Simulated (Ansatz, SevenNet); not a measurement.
InSe (P6₃/mmc, No. 194, 8 atoms in the cell; start mp-20485; a measured phase of this formula has another space group): equilibrium volume per atom by level of theory

No measured value is used here.

### Question
Put these levels in order of the equilibrium volume per atom that they give for InSe (P6₃/mmc, No. 194, 8 atoms in the cell; start mp-20485; a measured phase of this formula has another space group), smallest first: LDA (Ansatz, a program for electronic structure), SevenNet-0, r²SCAN-D4 (Ansatz).

### Answer
LDA (28.03 Å³/atom), r²SCAN-D4 (29.94 Å³/atom), SevenNet-0 (32.00 Å³/atom)

SevenNet-0, r²SCAN-D4, LDA: the relaxation could not lower the start's symmetry, so the cell can be a saddle point above a distorted one. Ansatz's density-functional and Hartree–Fock values are scalar-relativistic unless marked +SOC, with PAW data made under PBE.

Machine-learned potentials (SevenNet-0) are trained on DFT data: a solid inside that data is no test of them.

A start named mp-… is a Materials Project structure, which need not be a measured phase.
